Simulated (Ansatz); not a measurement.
# Band edges of zincblende ZnS (F-43m) under biaxial stress in the (111) plane

Cell and atoms are relaxed with PBEsol to each stress (compression positive); bands and masses by r2SCAN with spin-orbit coupling, rigid bands (plane waves, PAW; Ansatz, an electronic-structure program). Strains are changes of length against the unloaded cell.

```xyz
2
Lattice="0.0000 2.6783 2.6783 2.6783 0.0000 2.6783 2.6783 2.6783 0.0000" Properties=species:S:1:pos:R:3 pbc="T T T"
Zn     0.0000     0.0000     0.0000
S      1.3391     1.3391     1.3391
```

```csv
stress (GPa),strain [111] (%),strain [1−10] (%),gap (eV),mean mₑ*
-4.00,-1.67,2.70,2.445,0.20
-2.00,-0.82,1.29,2.620,0.20
-1.00,-0.41,0.63,2.700,0.21
0,0,0,2.770,0.21
1.00,0.41,-0.62,2.788,0.21
2.00,0.80,-1.21,2.795,0.21
3.00,1.20,-1.79,2.795,0.21
```

[111] is the normal of the loaded plane; [11−2] strains as [1−10]. Masses are conductivity masses at 300 K in electron masses, harmonic means over x, y and z.

Q: From the two loads next to zero, find the biaxial modulus and the ratio of out-of-plane to in-plane strain.

A: Between -1.00 and 1.00 GPa the strain along [1−10] changes by -1.25 % and that along [111] by 0.82 %. The modulus is 2.00/0.0125 = 160 GPa and the ratio of the strains 0.66 (PBEsol, atoms relaxed).

Q: Is the response still linear at the largest tension?

A: The modulus predicts 2.50 % at -4.00 GPa; the table has 2.70 %, so the crystal is softer there.

Q: How fast does the gap move on either side of zero load?

A: Under tension, (2.700 − 2.770) eV over -1.00 GPa = 70 meV/GPa, or about -11 eV per unit strain; under compression, (2.795 − 2.770) eV over 3.00 GPa = 8 meV/GPa, or about -1.4 eV per unit strain. The two slopes part by 62 meV/GPa; gaps are resolved to about 0.01 eV, which allows 13 meV/GPa, so they differ.

Masses are those of dilute carriers in rigid bands with one relaxation time, without polarons. Third decimals of gaps are kept for the arithmetic. Every relaxation keeps the zincblende phase (space group R3m under this load), so a transition, a distortion that breaks the symmetry or fracture can't show.
